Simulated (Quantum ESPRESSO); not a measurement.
**A series of runs on NbSi₂ (P6_222, 9 atoms in the cell)**

```
NbSi2
1.0
    4.84322     0.00000     0.00000
   -2.42161     4.19435     0.00000
    0.00000     0.00000     6.63708
Nb Si
3 6
Direct
  0.00000   0.50000   0.16667
  0.50000   0.00000   0.50000
  0.50000   0.50000   0.83333
  0.84184   0.68369   0.50000
  0.15815   0.84184   0.83333
  0.31631   0.15815   0.16667
  0.15815   0.31631   0.50000
  0.84184   0.15815   0.83333
  0.68369   0.84184   0.16667
```

Base run A: PBE, PseudoDojo standard norm-conserving (PBE) pseudopotentials in Quantum ESPRESSO, self-consistent single point.

Its settings: ecutwfc = 85 Ry; occupations = smearing; smearing = gaussian; degauss = 0.0073499 Ry; potentials = {Nb: Nb.upf, Si: Si.upf}; K_POINTS = automatic 6 6 3 0 0 0; conv_thr = 1e-11 Ry; mixing_beta = 0.7.

The starting cell comes from a database of computed structures (which also holds hypothetical and non-ambient phases and stackings), without a prior relaxation at this level. Its lattice was rescaled by a random factor within 2.5 % of one. Spin polarisation is off.

A dash stands where there is no value to compare (another energy zero or no entropy term, no result, no spin, no clean gap, or a mesh too coarse for one). 

Run A gave: pressure (GPa) -2.59; largest force (eV/Å) 0.094.

Runs:
- B: vdw_corr: default → grimme-d2 [PBE-D2]
- C: vdw_corr: default → grimme-d3; dftd3_version: default → 3; dftd3_threebody: default → false [PBE-D3(0)]
- D: vdw_corr: default → grimme-d3; dftd3_version: default → 4; dftd3_threebody: default → false [PBE-D3(BJ)]
- E: vdw_corr: default → grimme-d3; dftd3_version: default → 4; dftd3_threebody: default → true [PBE-D3(BJ) with three-body term]

Problem. What does run C change against A?

Solution. The pressure goes from -2.59 to -6.96 GPa and the largest force stays at 0.094 eV/Å.

Problem. What does run B change against A?

Solution. The pressure goes from -2.59 to -5.50 GPa and the largest force goes from 0.094 to 0.051 eV/Å.

```
run  pressure (GPa)  largest force (eV/Å)  dispersion energy (eV/atom)
---  --------------  --------------------  ---------------------------
A             -2.59                 0.094                            –
B             -5.50                 0.051                       -0.346
C             -6.96                 0.094                       -0.328
D             -8.70                 0.096                       -0.554
E             -7.82                 0.096                       -0.513
```
